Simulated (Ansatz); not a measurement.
# SiH2 on the (100) surface of germanium (p(2x2) alternately buckled dimers; a constructed slab, bottom: dihydride, held), one in a cell of 66 Å², started at the site 'over Ge at depth 1.6 Å'

Level of theory: PBE (plane waves to 420 eV, PAW; Ansatz, an electronic-structure program).

Slab: 43 atoms, 11.3 Å thick at the start with caps and adatoms under the adsorbate (thin: gaps and levels are the slab's own); k 3x3x1, smearing 0.01 eV, dipole-corrected; 24 atoms held, the rest relaxed; no symmetry held; no spin, no spin-orbit, no U, no dispersion correction. At the end it is bonded to 2 Ge. In PBE it is, or lies within 0.03 eV of, the lowest of the starts that converged.

| Quantity | Result |
|---|---|
| adsorption energy against SiH4(g) − H2(g) | -0.087 eV |
| change of the step from the bottom to the top vacuum level, against the clean slab | 0.063 eV |
| energy released by relaxation | 1.53 eV |
| height of the binding atom over the mean of the host atoms within 0.3 Å of the top one | 1.160 Å |
| nearest host atoms of the binding atom | Ge at 2.48 Å, Ge at 2.49 Å, Ge at 3.20 Å |
| largest move of a host atom | 0.63 Å |
| caution | the clean host was not checked against rearrangement in a larger or rattled cell |
| cost | about 60 core-minutes (a rough figure) |

A negative adsorption energy means that the adsorbate is more stable on the surface than in its reference.
